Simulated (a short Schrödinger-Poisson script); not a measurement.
System: MOS inversion layer, SiO2 on p-type Si(110), at 300 K.

```csv
layer,material,thickness (nm),Na (cm⁻³)
1,SiO2,3.2,-
2,Si,450,9.1e17
```

The device is made up for the run: typed textbook-type constants, with dimensions and the other settings drawn at random. SiO2: permittivity 3.9, conduction-band edge (eV) 3.15, gap (eV) 9, electron mass (mₑ) 0.5. Si: permittivity 11.7, conduction-band edge (eV) 0, gap (eV) 1.124, Nv at 300 K (cm⁻³) 3.1e19.

Channel valleys (confinement mass, in-plane density-of-states mass, number): Δ4 0.315, 0.324, 4; Δ2 0.19, 0.417, 2. At the gate the conduction-band edge of layer 1 lies 3.33 eV − eVg above the Fermi level of the channel; the field vanishes at the back. Gaps are held at their typed values at every temperature. Mesh 0.03 nm at interfaces.

Solved with a short Schrödinger-Poisson script written for these runs: 1D Poisson equation in equilibrium, electrons classical, Boltzmann, parabolic valleys, classical holes, full ionisation, no traps, pinning or gate leakage.

The same stack at other levels of the model or other numerical settings:

```tsv
run	sheet density of all electrons at Vg = 2.85 V (cm⁻²)	sheet density of all electrons at Vg = 1.05 V (cm⁻²)	capacitance at Vg = 2.85 V (μF/cm²)	centroid of the channel electrons at Vg = 2.85 V (nm)	rough cost against the base
base	1.39e13	2.26e12	1.06	0.28	about 1
electrons treated as classical, Fermi-Dirac	1.34e13	2.20e12	1.02	0.48	5
electrons treated as quantum, Hartree	1.21e13	1.50e12	0.980	1.36	40
mesh six times as coarse	1.37e13	2.21e12	1.04	0.38	0.6
```

The classical rows ignore confinement, and Boltzmann statistics overrate the density once the band edge passes the Fermi level.
